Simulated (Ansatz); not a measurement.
Consider Mo₃Ir in the A15 (Cr3Si type) structure (space group Pm-3n, No. 223; a = 4.940 Å; a cell from a computed database, its experimental status unchecked). Axes: x, y, z lie along the cube axes.

Now apply this change: the cell is stretched by 5.88 % along x with no lateral relaxation; the atoms relax in the strained cell.

Levels (all Ansatz, an electronic-structure program, PAW): PBEsol (420 eV, no spin-orbit coupling); PBEsol+SOC (420 eV, noncollinear with spin-orbit coupling).

The geometry is relaxed with PBEsol.

| Item | Result |
|---|---|
| PBEsol pressure | -14.4 GPa |

Question: Predict the pressure from PBEsol+SOC.

Answer: The pressure increases by 0.2 GPa, from -14.4 GPa to -14.2 GPa.

Single points use the geometry relaxed with PBEsol. Differences between runs with and without spin-orbit coupling are approximate. No phonon test of stability was made. The runs without spin-orbit coupling are not spin-polarised.
